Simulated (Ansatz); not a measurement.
Take Ga₂O₃ in the corundum structure (space group R-3c, No. 167; a = 5.058 Å, c = 13.624 Å (hexagonal axes)) as the base.

(Cell as relaxed with PBE.)

Levels (all Ansatz, a quantum-chemistry and plane-wave program, PAW, earlier PAW set): PBE (420 eV, no spin-orbit coupling); r2SCAN (500 eV, no spin-orbit coupling).

Each level relaxes its own structure.

| base | PBE | r2SCAN |
|---|---|---|
| volume per atom | 10.06 Å³ | 9.64 Å³ |
| lattice parameter a | 5.058 Å | 4.985 Å |
| band gap | 2.41 eV | 3.57 eV |

Modification: a hydrostatic pressure of 50 GPa.

| quantity | PBE | r2SCAN |
|---|---|---|
| shift of the gap caused by the change | +1.83 eV | [?] |
| electron mass | 0.31 mₑ along c, 0.29 mₑ across (at Γ) | [?] |
| band gap | 4.24 eV | [?] |
| smallest direct gap | 4.50 eV | [?] |

### Question
Given the PBE results, estimate those of r2SCAN.

### Answer

- shift of the gap caused by the change, r2SCAN: +1.77 eV
- electron mass, r2SCAN: 0.33 mₑ along c, 0.30 mₑ across (at Γ)
- band gap, r2SCAN: 5.34 eV
- smallest direct gap, r2SCAN: 5.62 eV

PBE's shift of the gap caused by the change lies 0.06 eV above r2SCAN's; PBE's band gap lies 1.10 eV below r2SCAN's; PBE's smallest direct gap lies 1.12 eV below r2SCAN's. Neither level is exact; r2SCAN is the comparison here, not a measurement.

Load acts through the strain it causes; cell and atoms are relaxed under it. Masses are band curvatures over ±0.01 Å⁻¹ around the edge. Stability against distortions was not tested. Competing high-pressure phases were not computed.
